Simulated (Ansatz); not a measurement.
## Response to strain in CsSnI3

Base system: CsSnI$_{3}$ in the cubic perovskite structure (space group Pm-3m, No. 221; a = 6.131 Å). Axes: x, y, z lie along the cube axes.

Strains are applied to the cell and any free atomic positions relax.

All numbers come from plane-wave PAW DFT at the PBEsol level (Ansatz, a quantum-chemistry and plane-wave program, 420 eV), scalar-relativistic without spin-orbit coupling.

Candidates:
(a) uniaxial strain ε_zz = +0.60 %
(b) uniaxial strain ε_zz = +1.20 %
(c) uniaxial strain ε_zz = +1.80 %
(d) uniaxial strain ε_zz = +2.40 %

Notes on the quantities. energy relative to the base: free energy F.

Order them by energy relative to the base, highest first.

(d) uniaxial strain ε_zz = +2.40 % (+3.3 meV/atom), (c) uniaxial strain ε_zz = +1.80 % (+1.9 meV/atom), (b) uniaxial strain ε_zz = +1.20 % (+0.9 meV/atom), (a) uniaxial strain ε_zz = +0.60 % (+0.2 meV/atom)

Stability against distortions was not tested. Many cubic perovskites are stable only at high temperature; tilts and polar distortions were not tested.
